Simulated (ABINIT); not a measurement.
Worked example: self-consistent single point of Be (P6_3/mmc, 2 atoms in the cell) in ABINIT.

Method: PBE, norm-conserving pseudopotentials (PseudoDojo nc-sr-05 PBE standard) (plane waves; ABINIT).

The change in words: lattice scaled by 0.98. Reference geometry:
```yaml
crystal:
  lattice:
    - [2.23896, 0.00000, 0.00000]
    - [-1.11948, 1.93900, 0.00000]
    - [0.00000, 0.00000, 3.53335]
  atoms:
    - { symbol: Be, position: [0.33333, 0.66667, 0.75000] }
    - { symbol: Be, position: [0.66667, 0.33333, 0.25000] }
```

Reference input (self-consistent single point, DFT, PBE, plane waves, norm-conserving pseudopotentials (PseudoDojo nc-sr-05 PBE standard)): pseudos = [Be.upf]; ecut = 88 Ry; occopt = 3; tsmear = 0.00183747 Ha; ngkpt = 13 13 8; nshiftk = 1; shiftk = 0 0 0; potentials = PseudoDojo nc-sr-05 PBE standard; nband = 9; kptopt = 1; nstep = 100; tolvrs = 1e-11. This run's input differs from it in these lines:

```diff
@@ -3,6 +3,6 @@
 pseudos "Be.upf"
-acell 4.2310250161 4.2310250161 6.6770732511
+acell 4.1464046989 4.1464046989 6.5435319750
 rprim
-         1.0000000000   -0.0000000018    0.0000000000
-        -0.4999999985    0.8660254047    0.0000000000
+         1.0000000000   -0.0000001006    0.0000000000
+        -0.4999999129    0.8660254541    0.0000000000
          0.0000000000    0.0000000000    1.0000000000
@@ -13,4 +13,4 @@
 xcart
-         0.0000000023    1.2926653234    2.6500162500
-         1.1194810098    0.6463326597    0.8833387500
+         0.0000001274    1.2668120729    2.5970160000
+         1.0970915006    0.6334059261    0.8656720000
       Angstrom
```

The program printed (abridged):

```
--- !BeginCycle
solver: {iscf: 7, nstep: 100, nline: 4, wfoptalg: 0, }
tolerances: {tolvrs: 1.00E-11, }
...

     iter   Etot(hartree)      deltaE(h)  residm     vres2
 ETOT  1  -27.874239405456    -2.787E+01 1.469E-01 8.477E-01
 ETOT  2  -27.907171906279    -3.293E-02 7.907E-03 1.466E-01
 ETOT  3  -27.907176789757    -4.883E-06 1.676E-03 6.949E-04
 ETOT  4  -27.907176812038    -2.228E-08 1.903E-03 1.950E-05
 ETOT  5  -27.907176812988    -9.503E-10 2.756E-04 1.310E-08
 ETOT  6  -27.907176812989    -5.826E-13 4.556E-04 3.563E-10
 ETOT  7  -27.907176812989     6.040E-14 6.686E-05 4.710E-13
 At SCF step    7       vres2   =  4.71E-13 < tolvrs=  1.00E-11 =>converged.

 Cartesian components of stress tensor (hartree/bohr^3)
  sigma(1 1)= -5.03147344E-04  sigma(3 2)=  0.00000000E+00
  sigma(2 2)= -5.03147344E-04  sigma(3 1)=  0.00000000E+00
  sigma(3 3)= -4.56278145E-04  sigma(2 1)=  1.20711319E-13

 ----iterations are completed or convergence reached----

 reduced coordinates (array xred) for    2 atoms
       0.333333335517      0.666666668863      0.750000002188
       0.666666668850      0.333333335529      0.250000002188
 cartesian forces (eV/Angstrom) at end:
    1      0.00000000000000     0.00000000000000    -0.00000000000000
    2     -0.00000000000000    -0.00000000000000    -0.00000000000000
 frms,max,avg= 1.0659050E-27 1.7170826E-27   0.000E+00  0.000E+00  0.000E+00 e/A
   [... lines left out ...]
 Fermi (or HOMO) energy (eV) =   7.80540   Average Vxc (eV)= -11.47159
   [... lines left out ...]
total_energy        : -2.79071768129889E+01
total_energy_eV     : -7.59392900707133E+02
band_energy         : -1.30963837772291E+01
...

-Cartesian components of stress tensor (GPa)         [Pressure=  1.4343E+01 GPa]
- sigma(1 1)= -1.48031034E+01  sigma(3 2)=  0.00000000E+00
- sigma(2 2)= -1.48031034E+01  sigma(3 1)=  0.00000000E+00
- sigma(3 3)= -1.34241642E+01  sigma(2 1)=  3.55144902E-09

 Calculation completed.
```

The run converged in 7 iterations. Against the reference run the free energy goes up by 26.8 meV/atom and the pressure goes from 4.98 to 14.34 GPa.

The starting cell comes from a database of computed structures (which also holds hypothetical and non-ambient phases and stackings), without a prior relaxation at this level. Its lattice was rescaled by a random factor within 2.5 % of one. For this run, on top of that: lattice scaled by 0.98. With a pressure of about 14 GPa the cell is away from its equilibrium volume at this level.

Cost on one core of a shared machine: roughly 40 s.
